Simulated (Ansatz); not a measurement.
A calculation on CsCl-type AuZn (cubic form, which distorts at low temperature) returned lattice constant a 3.145 Å, formation enthalpy -0.234 eV/atom.

For reference: formation enthalpy -0.235 ± 0.04 eV/atom (measured, temperature not stated, no zero-point or thermal correction; as tabulated in Nepal et al. (2020), arXiv:2007.11150).

**Question.** Which level of theory produced these numbers?
(A) PBE0 (Ansatz, a quantum-chemistry and plane-wave program)
(B) LDA (Ansatz)
(C) PBEsol (Ansatz)
(D) PBE-D4 (Ansatz)

**Answer.** D, PBE-D4 (Ansatz)

The others give: LDA 3.096 Å, -0.225 eV/atom; PBEsol 3.129 Å, -0.224 eV/atom; PBE0 3.169 Å, -0.253 eV/atom.

Unless a cell is named, each level is at its own relaxed cell (LDA 14.83, PBE-D4 15.55, PBE0 15.91, PBEsol 15.31 Å³/atom).

Caveats: symmetry holds this phase in the static calculation, where it need not be a minimum (LDA, PBEsol, PBE0, PBE-D4). Ansatz's density-functional and Hartree–Fock values are scalar-relativistic unless marked +SOC, with PAW data made under PBE.
